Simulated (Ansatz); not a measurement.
The parent structure is AlN in the zinc blende structure (space group F-43m, No. 216; a = 4.370 Å).

The values are results of Ansatz (a program for electronic structure) r2SCAN, spin-orbit coupling left out, not measurements.

Base values:

| Property | Result |
|---|---|
| Gap character | indirect, Γ → X |
| Volume per atom | 10.43 Å³ |
| Electron mass | 0.51 mₑ along k, 0.33 mₑ across (at X) |

Now apply this change: cell and atoms relaxed at a pressure of 7.5 GPa.

Question: Estimate the effect on the mean gap deformation potential ΔEg/Δln V.

Answer: The mean gap deformation potential ΔEg/Δln V is -0.8 eV.

Question: Predict the new gap character.

Answer: The gap character stays indirect, Γ → X.

Question: What does the calculation give for the volume per atom after the change?

Answer: The volume per atom falls by 0.34 Å³ to 10.09 Å³.

Question: What does the calculation give for the electron mass after the change?

Answer: The electron mass becomes 0.50 mₑ along k, 0.32 mₑ across (at X) (base: 0.51 mₑ along k, 0.33 mₑ across (at X)).

Load acts through the strain it causes; cell and atoms are relaxed under it. Effective masses come from finite differences of ±0.01 Å⁻¹. Along k means along the line from Γ to the band edge. No phonon test of stability was made. Tetrahedral semiconductors of this kind turn to denser phases somewhere between about 1 and 50 GPa; those were not computed, so compressed cells here can lie past the real transition. This is not the structure that AlN has at room temperature and ambient pressure.
